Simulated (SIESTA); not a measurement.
Worked example: self-consistent single point of FePt (P4/mmm, 2 atoms in the cell) in SIESTA.

Method: LDA PW92, numerical atomic orbitals DZP, PseudoDojo LDA standard norm-conserving potentials (rewritten from UPF to PSML) (SIESTA 5.4.2).

```xyz
2
Lattice="2.7937 0.0000 0.0000 0.0000 2.7937 0.0000 0.0000 0.0000 3.8274" Properties=species:S:1:pos:R:3 pbc="T T T"
Fe     0.0000     0.0000     0.0000
Pt     1.3969     1.3969     1.9137
```
Moments meant for the start (each program seeds them in its own way; μB, in the order of the atoms Fe Pt): 4.0 1.0.

Reference input (self-consistent single point, DFT, GGA PBE, numerical atomic orbitals DZP, PseudoDojo PBE standard norm-conserving potentials (rewritten from UPF to PSML)): XC.functional = GGA; XC.authors = PBE; potentials = PseudoDojo PBE standard; PAO.BasisSize = DZP; PAO.EnergyShift = 0.005 Ry; MeshCutoff = 300 Ry; kgrid.MonkhorstPack = 12 12 9; OccupationFunction = FD; ElectronicTemperature = 136 meV; Spin = polarized; DM.InitSpin = [1 +4.00, 2 +1.00]; MaxSCFIterations = 150. This run's input differs from it in these lines:

```diff
@@ -1,2 +1,2 @@
-# files in the folder: Fe.psml Pt.psml (PseudoDojo PBE standard)
+# files in the folder: Fe.psml Pt.psml (PseudoDojo LDA standard)
 SystemName  FePt
@@ -22,4 +22,4 @@
 
-XC.functional                GGA
-XC.authors                   PBE
+XC.functional                LDA
+XC.authors                   PW92
 PAO.BasisSize                DZP
```

The program printed (abridged):

```
        iscf     Eharris(eV)        E_KS(eV)     FreeEng(eV)     dDmax    Ef(eV) dHmax(eV)
   scf:    1    -6939.000797    -6956.618301    -6956.739382  0.960841 -2.453836 14.855431
     spin moment: {S} , |S| = {        0.0        0.0    3.37626 }     3.37626
   scf:    2    -6962.642066    -6960.879659    -6960.974452  0.143311 -2.683892  6.721020
     spin moment: {S} , |S| = {        0.0        0.0    3.64688 }     3.64688
   scf:    3    -6962.642948    -6961.802593    -6961.898168  0.070221 -3.012736  5.085762
     spin moment: {S} , |S| = {        0.0        0.0    3.63322 }     3.63322
   [... lines left out ...]
     spin moment: {S} , |S| = {        0.0        0.0    3.40702 }     3.40702
   scf:   13    -6962.963569    -6962.963574    -6963.069800  0.000031 -4.070027  0.001207
     spin moment: {S} , |S| = {        0.0        0.0    3.40693 }     3.40693
   scf:   14    -6962.963545    -6962.963560    -6963.069801  0.000129 -4.070401  0.000256
     spin moment: {S} , |S| = {        0.0        0.0    3.40644 }     3.40644
   scf:   15    -6962.963560    -6962.963560    -6963.069801  0.000009 -4.070404  0.000214
     spin moment: {S} , |S| = {        0.0        0.0    3.40645 }     3.40645
SCF Convergence by DM+H criterion
max |DM_out - DM_in|         :     0.0000090650
max |H_out - H_in|      (eV) :     0.0002142011
SCF cycle converged after 15 iterations

Using DM_out to compute the final energy and forces

siesta: E_KS(eV) =            -6962.9636

siesta: E_KS - E_eggbox =     -6962.9636

siesta: Atomic forces (eV/Ang):
     1    0.000000    0.000000    0.000000
     2   -0.000000   -0.000000   -0.000000
   Tot   -0.000000   -0.000000   -0.000000
   Max    0.000000
   Res    0.000000    sqrt( Sum f_i^2 / 3N )
   Max    0.000000    constrained

Stress tensor Voigt[x,y,z,yz,xz,xy] (kbar):      251.05      251.05      255.29        0.00        0.00        0.00
(Free)E + p*V (eV/cell)    -6967.7771
Target enthalpy (eV/cell)    -6963.0698

siesta: Program's energy decomposition (eV):
siesta: FreeEng =     -6963.069801

   [... lines left out ...]
siesta: Cell volume =         29.873134 Ang**3
siesta:        -252.46423463       -252.46422283  kBar
   [... lines left out ...]
   2  9.018   0.979   0.629  -0.179   0.991   0.992   0.991   0.157   0.181
              0.157   0.909   0.858   0.817   0.858   0.722  -0.020  -0.018

             -0.002  -0.018   0.016

mulliken: Qtot =       15.297

Mulliken Atomic Populations:
Atom #   charge [q] valence [e]      Sz [e]  Species
     1     0.250560   15.749440    3.191349  Fe
     2    -0.250560   18.250560    0.215101  Pt
 Total    -0.000000                3.406450
```

The run converged in 15 iterations. Against the reference run the pressure goes from -11.31 to -25.25 GPa and the size of the net moment goes from 1.75 to 1.70 μB/atom.

The starting cell comes from a database of computed structures (which also holds hypothetical and non-ambient phases and stackings), without a prior relaxation at this level. Its lattice was rescaled by a random factor within 2.5 % of one. With one magnetic atom in the cell only a parallel order is possible. Values carry the incompleteness of an atom-centred basis. With a pressure of about -25 GPa the cell is away from its equilibrium volume at this level.

Cost on one core of a shared machine: roughly 2 min.
